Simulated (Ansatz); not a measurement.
**What pressure 3 GPa does to ZrS2**

The parent structure is ZrS$_{2}$ in the CdI2 type structure (space group P-3m1, No. 164; a = 3.578 Å, c = 5.540 Å; layered, stacked along the Cartesian z axis).

It is then changed as follows: a hydrostatic pressure of 3 GPa.

All numbers come from Ansatz (an electronic-structure program), PBEsol-D3(BJ), PAW, cutoff 420 eV, no spin-orbit coupling. k-mesh 11×11×6 (Γ-centred); smearing 0.05 eV (Fermi–Dirac).

The volume per atom shrinks by 1.083 Å³, from 20.48 Å³ to 19.39 Å³ and the density increases by 0.23 g/cm³, from 4.20 g/cm³ to 4.43 g/cm³. The c/a ratio drops by 0.0207 to 1.528 and the shortest interatomic distance decreases by 0.016 Å to 2.518 Å. The enthalpy H = E + PV relative to the base's energy amounts to +0.37 eV/atom and the band gap goes from 0.29 eV to zero.

The mesh was chosen for an insulator and is coarse for the gapless case. Load acts through the strain it causes; cell and atoms are relaxed under it. No phonon test of stability was made. The final runs are not spin-polarised. The zero or small gap of ZrS2 can change with the level of theory.
